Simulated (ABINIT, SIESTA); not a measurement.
A SIESTA input for a self-consistent single point of ZrGa₅Co (P4/mmm, 7 atoms in the cell) (DFT, GGA PBEsol, numerical atomic orbitals TZP, PseudoDojo PBEsol standard norm-conserving potentials (rewritten from UPF to PSML)):

```
# files in the folder: Zr.psml Ga.psml Co.psml (PseudoDojo PBEsol standard)
SystemName  ZrGa5Co
SystemLabel siesta

NumberOfAtoms                7
NumberOfSpecies              3
%block ChemicalSpeciesLabel
  1 40 Zr
  2 31 Ga
  3 27 Co
%endblock ChemicalSpeciesLabel
LatticeConstant              4.023929 Ang
%block LatticeVectors
     1.000000000    0.000000000    0.000000000
     0.000000000    1.000000000    0.000000000
     0.000000000    0.000000000    1.600640568
%endblock LatticeVectors
AtomicCoordinatesFormat      Bohr
%block AtomicCoordinatesAndAtomicSpecies
     0.000000000    0.000000000    0.000000000  1
     0.000000000    3.802061877    3.717531766  2
     0.000000000    3.802061877    8.453937200  2
     3.802061877    0.000000000    3.717531766  2
     3.802061877    0.000000000    8.453937200  2
     3.802061877    3.802061877    0.000000000  2
     0.000000000    0.000000000    6.085734483  3
%endblock AtomicCoordinatesAndAtomicSpecies

XC.functional                GGA
XC.authors                   PBEsol
PAO.BasisSize                TZP
PAO.EnergyShift              0.01 Ry
MeshCutoff                   300 Ry
%block kgrid.MonkhorstPack
    5   0   0  0.0
    0   5   0  0.0
    0   0   3  0.0
%endblock kgrid.MonkhorstPack
OccupationFunction           FD
ElectronicTemperature        100.0 meV

MaxSCFIterations             150
SCF.Mixer.Method             Pulay
SCF.Mixer.Weight             0.25
SCF.Mixer.History            8
SCF.DM.Tolerance             1.0E-05
Diag.ParallelOverK           true
WriteForces                  true
```

**Question.** Translate this input to ABINIT.

**Answer.** One input that does it (others would too):

```
# ZrGa5Co, JTH v2.0 PBE PAW
pp_dirpath "./"
pseudos "Zr.GGA_PBE-JTH.xml, Ga.GGA_PBE-JTH.xml, Co.GGA_PBE-JTH.xml"
acell 4.0239290000 4.0239290000 6.4408640000 Angstrom
rprim
         1.0000000000    0.0000000000    0.0000000000
         0.0000000000    1.0000000000    0.0000000000
         0.0000000000    0.0000000000    1.0000000000
natom 7
ntypat 3
znucl 40 31 27
typat 1 2 2 2 2 2 3
xred
         0.0000000000    0.0000000000    0.0000000000
         0.0000000000    0.5000000000    0.3054300000
         0.0000000000    0.5000000000    0.6945700000
         0.5000000000    0.0000000000    0.3054300000
         0.5000000000    0.0000000000    0.6945700000
         0.5000000000    0.5000000000    0.0000000000
         0.0000000000    0.0000000000    0.5000000000
ecut 30 Ha
pawecutdg 60 Ha
pawxcdev 0
ixc -116133
occopt 3
tsmear 0.1 eV
nband 59
kptopt 1
ngkpt 5 5 3
nshiftk 1
shiftk 0 0 0
nstep 50
tolvrs 1.0e-11
prtwf 0
prtden 0
prtvol 1
enunit 2
```

Basis settings and potentials, where a program has them, do not carry over. This input uses DFT, PBEsol, plane waves, PAW (JTH v2.0 PBE PAW, files made for PBE).

The starting cell comes from a database of computed structures (which also holds hypothetical and non-ambient phases and stackings), without a prior relaxation at this level. For this run, on top of that: lattice scaled by 0.98.
